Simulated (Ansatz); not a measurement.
Cost and result by functional for the adsorption energy of SiH3 on the 1x1 (10-10) surface of wurtzite ZnO (cut with top plane O + Zn), one in a 2x1 cell, started at the site 'bridge Zn-Zn (span 3.3 Å) #2', in Ansatz (plane waves, PAW). Single points on the PBE structure, on one kind of machine; costs are rough ratios of the slab run's core time (references not counted) to the cheapest single point. r2SCAN's cost holds its higher cutoff (500 against 420 eV). Differences are taken against r2SCAN for comparison alone: no measured value is at hand, so the table doesn't rank accuracy. The points keep PBE's geometry, so the relaxation of a polaron and the settling of charge on one site are left out.

Host crystal: wurtzite ZnO, with a band gap (PBE, scalar-relativistic without spin-orbit coupling).

Set-up: 36 atoms, 9.4 Å thick at the start under the adsorbate (thin: gaps and levels are the slab's own); mesh 3x4x1; 0.01 eV smearing; dipole correction on; 16 atoms held, the rest relaxed; no symmetry held; spin-polarised, no spin-orbit, no U, no dispersion correction. The starting moment vanished. At the end it is bonded to O. In PBE it is, or lies within 0.03 eV of, the lowest of the starts that converged. These notes are the PBE run's. r2SCAN: The program's check for a lower electronic state was not made. Adsorption energies are against SiH4(g) − ½ H2(g). A negative adsorption energy means that the adsorbate is more stable on the surface than in its reference.

| functional | relative cost | adsorption energy (eV) | less r2SCAN (eV) |
|---|---|---|---|
| RPBE | 1 | -0.24 | 0.24 |
| r2SCAN | 3 | -0.48 | 0.00 |
| PBE (the relaxed run's value) | – | -0.48 | 0.00 |

The values span 0.24 eV, while the single points' costs differ by a factor of roughly 3. Differences are of unrounded values.

Ansatz is a quantum-chemistry and plane-wave program.
